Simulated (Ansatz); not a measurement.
Start from ZnSe in the zinc blende structure (space group F-43m, No. 216; a = 5.7330 Å).

Calculations: Ansatz (a quantum-chemistry and plane-wave program), PBE, PAW, cutoff 420 eV, no spin-orbit coupling, earlier PAW set.

One thing is altered: S takes the place of Se on all its sites; the structure is relaxed again.

Measured band gap: ZnSe 2.87 eV (static lattice; corrected from measurement; as listed in Wei Chen et al., Physical Review Materials (2018)); ZnS 3.94 eV (static lattice; corrected from measurement; as listed in Wei Chen et al., Physical Review Materials (2018)).

Measured lattice parameter a: ZnSe 5.6676 Å (room temperature; as listed in Martin Albrecht, Beate Paulus, Hermann Stoll, Phys. Rev. B (1997)); ZnS 5.41 Å (room temperature; as listed in Martin Albrecht, Beate Paulus, Hermann Stoll, Phys. Rev. B (1997)).

### Question
How well does PBE reproduce the measured shift?

### Answer
With PBE the band gap moves by +0.86 eV (1.15 → 2.01) against +1.07 eV measured; the lattice parameter a moves by -0.289 Å (5.733 → 5.444) against -0.258 Å measured.

Whether these cells are dynamically stable was not tested.
